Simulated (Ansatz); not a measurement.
The parent structure is NaF in the rock salt structure (space group Fm-3m, No. 225; a = 4.701 Å).

One thing is altered: cell and atoms relaxed at a pressure of 5 GPa.

The values are results of PBE/PAW in Ansatz (a program for electronic structure), without spin-orbit coupling, not measurements.

Base, band edges from the VBM (valence, conduction): X -0.38, 12.80; W -0.53, 12.94; L -0.23, 10.52; Γ 0.00, 6.09; K -0.34, 12.59; U -0.34, 12.59 eV.

### Question
Give the band edges at the high-symmetry points of the new zone, measured from its valence-band maximum.

### Answer
```json
[
 {"point": "Γ", "valence edge (eV)": "0.00", "conduction edge (eV)": "6.58"},
 {"point": "X", "valence edge (eV)": "-0.43", "conduction edge (eV)": "13.48"},
 {"point": "U", "valence edge (eV)": "-0.39", "conduction edge (eV)": "13.12"},
 {"point": "K", "valence edge (eV)": "-0.39", "conduction edge (eV)": "13.12"},
 {"point": "L", "valence edge (eV)": "-0.28", "conduction edge (eV)": "11.09"},
 {"point": "W", "valence edge (eV)": "-0.61", "conduction edge (eV)": "13.55"}
]
```

The gap is 6.58 eV, direct at Γ.

Load acts through the strain it causes; cell and atoms are relaxed under it. No phonon test of stability was made. No other phases were tried under pressure.
